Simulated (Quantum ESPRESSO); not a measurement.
A user runs Quantum ESPRESSO on Sr2Bi3 (Pnna, 20 atoms in the cell) and asks whether the run is sound. The aim is a self-consistent single point with DFT, PBEsol, plane waves, PseudoDojo standard norm-conserving (PBESOL) pseudopotentials.

Cell that was meant: a = 15.5140 Å, b = 6.7965 Å, c = 6.5904 Å, α = 90.00°, β = 90.00°, γ = 90.00°.

Part of the input:

```fortran
 conv_thr = 1.0d-10
/
ATOMIC_SPECIES
Sr    87.6200  Bi.upf
Bi   208.9804  Sr.upf
ATOMIC_POSITIONS crystal
Sr  0.2500000000    0.0000000000    0.9410300000
Sr  0.7500000000    0.0000000000    0.0589700000
Sr  0.2500000000    0.5000000000    0.5589700000
Sr  0.7500000000    0.5000000000    0.4410300000
Sr  0.9999000000    0.7500000000    0.7500000000
Sr  0.0001000000    0.2500000000    0.2500000000
Sr  0.5001000000    0.2500000000    0.7500000000
Sr  0.4999000000    0.7500000000    0.2500000000
Bi  0.4275100000    0.7500000000    0.7500000000
Bi  0.5724900000    0.2500000000    0.2500000000
Bi  0.0724900000    0.2500000000    0.7500000000
Bi  0.9275100000    0.7500000000    0.2500000000
Bi  0.1548700000    0.9367900000    0.4219300000
Bi  0.8451300000    0.0632100000    0.5780700000
Bi  0.3451300000    0.0632100000    0.4219300000
Bi  0.6548700000    0.9367900000    0.5780700000
Bi  0.1548700000    0.5632100000    0.0780700000
Bi  0.8451300000    0.4367900000    0.9219300000
Bi  0.3451300000    0.4367900000    0.0780700000
Bi  0.6548700000    0.5632100000    0.9219300000
K_POINTS automatic
1 3 3  0 0 0
```

The program printed (abridged):

```
     G-vector sticks info
     --------------------
     sticks:   dense  smooth     PW     G-vecs:    dense   smooth      PW
   [... lines left out ...]
                       cart. coord. in units 2pi/alat
        k(    1) = (   0.0000000   0.0000000   0.0000000), wk =   0.2222222
        k(    2) = (   0.0000000   0.0000000   0.7846803), wk =   0.4444444
        k(    3) = (   0.0000000   0.7608861   0.0000000), wk =   0.4444444
        k(    4) = (   0.0000000   0.7608861   0.7846803), wk =   0.8888889

     Dense  grid:   370895 G-vectors     FFT dimensions: ( 160,  72,  72)

     Initial potential from superposition of free atoms

     starting charge     239.9007, renormalised to     240.0000
     Self-consistent Calculation

     iteration #  1     ecut=    70.00 Ry     beta= 0.70

     Threshold (ethr) on eigenvalues was too large:
     Diagonalizing with lowered threshold

     total energy              =   -2128.31363783 Ry
     estimated scf accuracy    <       0.35418688 Ry

     iteration #  2     ecut=    70.00 Ry     beta= 0.70

     total energy              =   -2128.32683120 Ry
     estimated scf accuracy    <       0.28960006 Ry

     iteration #  3     ecut=    70.00 Ry     beta= 0.70

     total energy              =   -2128.40715458 Ry
     estimated scf accuracy    <       0.03773980 Ry

   [... 7 blocks of this kind left out ...]

     iteration # 11     ecut=    70.00 Ry     beta= 0.70

     total energy              =   -2128.41268038 Ry
     estimated scf accuracy    <          4.2E-10 Ry

     iteration # 12     ecut=    70.00 Ry     beta= 0.70
     End of self-consistent calculation

   [... 15 lines left out ...]

   [... 15 lines left out ...]

     the Fermi energy is     9.0532 ev

!    total energy              =   -2128.41268038 Ry
     estimated scf accuracy    <          9.8E-11 Ry
     smearing contrib. (-TS)   =       0.00219014 Ry
     internal energy E=F+TS    =   -2128.41487052 Ry

     convergence has been achieved in  12 iterations

     Forces acting on atoms (cartesian axes, Ry/au):

     atom    1 type  1   force =     0.00000000    0.00000000    0.00980677
     atom    2 type  1   force =     0.00000000    0.00000000   -0.00980677
     atom    3 type  1   force =     0.00000000    0.00000000   -0.00980677
     atom    4 type  1   force =     0.00000000    0.00000000    0.00980677
   [... lines left out ...]

     Total force =     0.094369     Total SCF correction =     0.000050

          total   stress  (Ry/bohr**3)                   (kbar)     P=        6.81
   0.00035173   0.00000000   0.00000000           51.74        0.00        0.00
   0.00000000  -0.00002704   0.00000000            0.00       -3.98        0.00
   0.00000000   0.00000000  -0.00018577            0.00        0.00      -27.33

   JOB DONE.
```

### Question
Is this run sound? If not, what is wrong?

### Answer
The run is not sound. The fault is potential files assigned to the wrong elements. Each file describes one element; swapped files give the atoms the wrong cores and charges. To fix it, match the files to the elements. The run converged in 12 iterations without an error; against the sound input the pressure goes from -0.40 to 0.68 GPa and the largest force goes from 0.211 to 0.812 eV/Å.

On the sound input: the starting cell comes from a database of computed structures (which also holds hypothetical and non-ambient phases and stackings), without a prior relaxation at this level. Its lattice was rescaled by a random factor within 2.5 % of one. Without a gap this mesh is coarse (it stands for a supercell whose shortest vector is 16 Å).
